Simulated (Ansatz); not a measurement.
The reference is TiN in the rock salt structure (space group Fm-3m, No. 225; a = 4.2339 Å; relaxed with 0.1 eV smearing). Axes: x, y, z lie along the cube axes.

Method: DFT with r2SCAN, PAW potentials and a 500 eV plane-wave cutoff in Ansatz (a quantum-chemistry and plane-wave program), spin-orbit coupling left out, earlier PAW set.

Before the change:

- Shortest interatomic distance: 2.117 Å
- Pressure: 0.0 GPa

Modification: a pure shear with ε_xy = ε_yx = 0.0274; the atoms relax in the strained cell.

**Question.** What does the calculation give for the energy relative to the base, shortest interatomic distance and pressure after the change?

**Answer.** The energy goes up by 16 meV/atom; the shortest interatomic distance stays 2.117 Å; the pressure (mean of the normal stresses, compression positive) goes from zero to 0.2 GPa.

No phonon test of stability was made. All final runs are without spin polarisation. An odd electron count without spin: TiN.
